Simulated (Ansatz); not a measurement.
Structures of equal composition on the (111) surface of fcc Al: a pseudomorphic layer of Mo in the host's stacking; a pseudomorphic layer of Mo in the other hollow. The slabs share one bottom face, and each structure is named by its start. These are constructed structures in small cells; real faces may alloy, dewet or reconstruct in larger ones, and not all known structures of the face are among them. Slabs of about 12 Å, Fermi-Dirac smearing of 0.1 eV. Bottom of the slabs: a bare face, its two planes held. Relaxed from the named starts with such symmetry as they have, on meshes of like density; energies extrapolated to zero smearing; spin only where a row says so; no spin-orbit coupling, no U. Brackets mark spin-polarised runs, whose order is one that fits the cell.

Level of theory: PBE (plane waves to 420 eV, PAW; Ansatz, an electronic-structure program).

Task: Rank these by energy per 1x1 cell (lowest first), as PBE gives it.

Result: a pseudomorphic layer of Mo in the host's stacking (0.000 eV), a pseudomorphic layer of Mo in the other hollow (0.078 eV)
